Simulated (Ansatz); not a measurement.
# GaAs: strain along the normal

GaAs (zinc blende, F-43m, 22.746 Å³/atom at rest) under an equal strain ε in the (111) plane with the normal axis free, as in a coherent film. r2SCAN in Ansatz, a plane-wave DFT program (PAW, default set), 500 eV, 10×10×10 Γ-centred mesh, Fermi-Dirac smearing 0.05 eV; ions are relaxed within the symmetry of each cell.

Here s stands for strain and y for normal strain.

| strain (%) | normal strain (%) |
|---|---|
| -2.50 | ? |
| -1.25 | 0.54 |
| -0.83 | 0.36 |
| -0.42 | 0.18 |
| 0.00 | 0.00 |
| 0.42 | -0.17 |
| 0.83 | -0.34 |
| 1.25 | -0.51 |

The 7 complete rows are fitted with a straight line, y against s. Means: s 0, y 0.009. About the means, the sum of products is -2.0405 and the sum of squares of s is 4.8556; the slope is their ratio. Least squares gives y = 0.009 - 0.4202·s. Residuals (row less fit): 0.006, 0.002, -0.005, -0.009, -0.003, 0.000, 0.006; standard error 0.006 (degrees of freedom: 5). The slope, -0.42 ± 0.00, is the elastic response of the normal axis.

**Question.** Estimate the missing y (s = -2.50); what did the run itself give?

**Answer.** y = 0.009 - 0.4202 × (-2.50) = 1.059%. The calculation gives 1.11%, 0.051% above the prediction (3.1 % of the range of y in the table). The row lies outside the fitted rows, so this is an extrapolation. From the scatter of the fitted rows alone, a prediction at this place has a standard error of 0.010%, so the miss is 5.1 times that.

One order more, fitted to all 13 runs of the series, follows each within 0.01, so the miss is the next term of a smooth law. Rows are the converged runs of the series near zero and its far end; series whose fitted rows scatter by over a few per cent of the range, as at a crossing or softening among them, aren't shown in this form. Most that stay on the fit to the last digits aren't either.
